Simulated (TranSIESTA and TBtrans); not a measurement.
## Sn chain with a Cl atom beside one bond

Device: Sn chain with a Cl atom beside one bond. Leads: straight Sn chain, spacing 2.75 Å. Geometry: 3 atoms about the centre moved by SIESTA (PBE, DZP) to a largest force of 0.01 eV/Å, all others as built.

Computed with TranSIESTA and TBtrans, PBE, DZP numerical orbitals (energy shift 0.15 eV), PseudoDojo norm-conserving scalar-relativistic potentials, mesh cutoff 200 Ry, 300 K, no spin polarisation, no spin-orbit coupling; self-consistent non-equilibrium Green functions.

| Quantity | Result |
|---|---|
| Conductance at 300 K (G0 = 2e²/h) | 1.95 |
| Mean T from −0.5 to 0.5 eV | 1.95 |

Energies count from the leads' Fermi level. Transmissions are for one spin of a degenerate pair. The energy step is 0.01 eV; narrower resonances are cut or missed.

| E (eV) | T | lead channels |
|---|---|---|
| -2.00 | 1.00 | 1 |
| -1.90 | 1.00 | 1 |
| -1.80 | 1.00 | 1 |
| -1.70 | 0.99 | 1 |
| -1.60 | 0.99 | 1 |
| -1.50 | 0.99 | 1 |
| -1.40 | 0.99 | 1 |
| -1.30 | 0.99 | 1 |
| -1.20 | 0.99 | 1 |
| -1.10 | 0.99 | 1 |
| -1.00 | 0.99 | 1 |
| -0.90 | 0.99 | 1 |
| -0.80 | 1.42 | band edge |
| -0.70 | 1.84 | 3 |
| -0.60 | 1.92 | 3 |
| -0.50 | 1.96 | 3 |
| -0.40 | 1.97 | 3 |
| -0.30 | 1.98 | 3 |
| -0.20 | 1.97 | 3 |
| -0.10 | 1.96 | 3 |
| 0.00 | 1.95 | 3 |
| 0.10 | 1.94 | 3 |
| 0.20 | 1.93 | 3 |
| 0.30 | 1.93 | 3 |
| 0.40 | 1.93 | 3 |
| 0.50 | 1.93 | 3 |
| 0.60 | 1.94 | 3 |
| 0.70 | 1.95 | 3 |
| 0.80 | 1.97 | 3 |
| 0.90 | 1.99 | 3 |
| 1.00 | 2.01 | 3 |
| 1.10 | 2.03 | 3 |
| 1.20 | 2.05 | 3 |
| 1.30 | 2.07 | 3 |
| 1.40 | 2.10 | 3 |
| 1.50 | 2.12 | 3 |
| 1.60 | 2.15 | 3 |
| 1.70 | 2.18 | 3 |
| 1.80 | 2.22 | 3 |
| 1.90 | 2.25 | 3 |
| 2.00 | 2.29 | 3 |

The straight chain is held at its spacing; free chains may zigzag or dimerise. No spin-polarised start was tried, so a magnetic state, if there is one, is missed.
